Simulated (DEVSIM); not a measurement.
Structure: In0.49Ga0.51P/GaAs p-n heterojunction, at 350 K.

| layer (left to right) | material | thickness (μm) | Nd (cm⁻³) | Na (cm⁻³) | τn (s) | τp (s) |
|---|---|---|---|---|---|---|
| 1 | In0.49Ga0.51P | 1.00 | - | 4.7e17 | 4.4e-9 | 4.4e-9 |
| 2 | GaAs | 0.810 | 3.6e15 | - | 4.4e-9 | 4.4e-9 |

Left contact: ohmic. Right contact: ohmic. Voltage is applied to the left contact. Recombination: SRH at mid-gap. Mobility is μmin + (μ − μmin)/(1 + (N/Nref)^α).

Constants are typed, rounded textbook-type inputs, not results; the design itself was drawn at random and stands for no fabricated device. Values at 300 K; Nc and Nv go as T^1.5, mobilities as T to minus their exponent, the gap by Varshni's rule with the affinity fixed.

| parameter | In0.49Ga0.51P | GaAs |
|---|---|---|
| gap (eV) | 1.89 | 1.424 |
| affinity (eV) | 4 | 4.07 |
| permittivity | 11.8 | 12.9 |
| Nc (cm⁻³) | 9e17 | 4.7e17 |
| Nv (cm⁻³) | 1.3e19 | 9e18 |
| μn (cm²/Vs) | 1500 | 8500 |
| μp (cm²/Vs) | 80 | 400 |
| μn,min | 400 | 500 |
| μp,min | 15 | 20 |
| Nref,n | 2e16 | 6e16 |
| Nref,p | 1.5e17 | 1.5e17 |
| αn | 0.7 | 0.39 |
| αp | 0.8 | 0.38 |
| T exponent of μn | 1.66 | 2.1 |
| T exponent of μp | 2 | 2.2 |
| Varshni α (eV/K) | 0.0005 | 0.000541 |
| Varshni β (K) | 250 | 204 |

DEVSIM, 1D drift-diffusion, Boltzmann statistics, complete ionisation; no tunnelling, impact ionisation, image-force lowering or self-heating. Band offsets follow the typed affinities; no thermionic-emission limit at abrupt steps, no polarisation charge.

The doping Nd of layer 2 was swept, all else fixed.

| doping Nd of layer 2 (cm^-3) | dark forward voltage at 1 A/cm² (V) | dark forward voltage at 100 A/cm² (V) | largest field in the device at zero bias (V/cm) | potential step across the device at zero bias (V) |
|---|---|---|---|---|
| 1.1e14 | 0.734 | 1.071 | 200000 | 1.434 |
| 3.6e14 | 0.778 | 1.086 | 200000 | 1.469 |
| 1.1e15 | 0.826 | 1.104 | 200000 | 1.503 |
| 3.6e15 | 0.874 | 1.128 | 200000 | 1.539 |
| 1.1e16 | 0.914 | 1.157 | 200000 | 1.572 |
| 3.6e16 | 0.956 | 1.193 | 210000 | 1.608 |
| 1.1e17 | 0.996 | 1.234 | 220000 | 1.642 |

From the first row to the last the dark forward voltage at 1 A/cm² goes from 0.734 to 0.996. From the first row to the last the dark forward voltage at 100 A/cm² goes from 1.071 to 1.234.
